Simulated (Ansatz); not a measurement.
## MoSi2: response to strain

Consider MoSi2 (space group I4/mmm, No. 139; relaxed with 0.1 eV smearing).

```
CELL_PARAMETERS angstrom
     -1.59504     1.59504     3.91100
      1.59504    -1.59504     3.91100
      1.59504     1.59504    -3.91100
ATOMIC_POSITIONS crystal
  Si 0.66495 0.66495 0.00000
  Si 0.33505 0.33505 0.00000
  Mo 0.00000 0.00000 0.00000
```

Cartesian axes are those of the cell as printed.

Strains are applied to the cell and any free atomic positions relax.

Calculations: Ansatz (a first-principles code) PBEsol, without spin-orbit coupling.

Notes on the quantities. pressure: mean of the normal stresses, compression positive; energy relative to the base: free energy F.

| change | pressure | volume per atom | energy relative to the base |
|---|---|---|---|
| base | 0.0 GPa | 13.27 Å³ | 0 meV/atom |
| uniaxial strain ε_xx = −3.00 % | 6.9 GPa | 12.87 Å³ | +16 meV/atom |
| uniaxial strain ε_xx = −2.50 % | 5.7 GPa | 12.94 Å³ | +11 meV/atom |
| uniaxial strain ε_xx = −2.00 % | 4.5 GPa | 13.00 Å³ | +7.1 meV/atom |
| uniaxial strain ε_xx = −1.50 % | 3.3 GPa | 13.07 Å³ | +3.9 meV/atom |
| uniaxial strain ε_xx = −1.00 % | 2.2 GPa | 13.13 Å³ | +1.7 meV/atom |
| uniaxial strain ε_xx = −0.50 % | 1.1 GPa | 13.20 Å³ | +0.4 meV/atom |
| uniaxial strain ε_xx = +1.00 % | [?] | 13.40 Å³ | +1.7 meV/atom |
| uniaxial strain ε_xx = +2.00 % | -4.0 GPa | 13.53 Å³ | +6.6 meV/atom |
| uniaxial strain ε_xx = +2.50 % | -4.9 GPa | 13.60 Å³ | +10 meV/atom |

Q: Complete the table.

A: 
- uniaxial strain ε_xx = +1.00 %, pressure: -2.0 GPa

Stability against distortions was not tested. The final runs are not spin-polarised.
